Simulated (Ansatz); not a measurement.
The reference is MnS in the CsCl type structure (space group Pm-3m, No. 221; a = 3.233 Å; ferromagnetic; a hypothetical phase, not in the database extracts checked).

The values are results of r2SCAN (Ansatz, an electronic-structure program, PAW, no spin-orbit coupling), not measurements.

For the base:

| Property | Value |
|---|---|
| Volume per atom | 16.89 Å³ |
| Magnetic state | ferromagnetic |

Modification: cell and atoms relaxed at a pressure of 4.2 GPa.

Q: Predict the new volume per atom and magnetic state.

A: The volume per atom decreases by 0.82 Å³, from 16.89 Å³ to 16.07 Å³; the magnetic state stays ferromagnetic.

The magnetic state is the one reached from the starting moments; the real material's order can differ, and small cells can't hold many antiferromagnetic ones. Load acts through the strain it causes; cell and atoms are relaxed under it. No phonon test of stability was made.
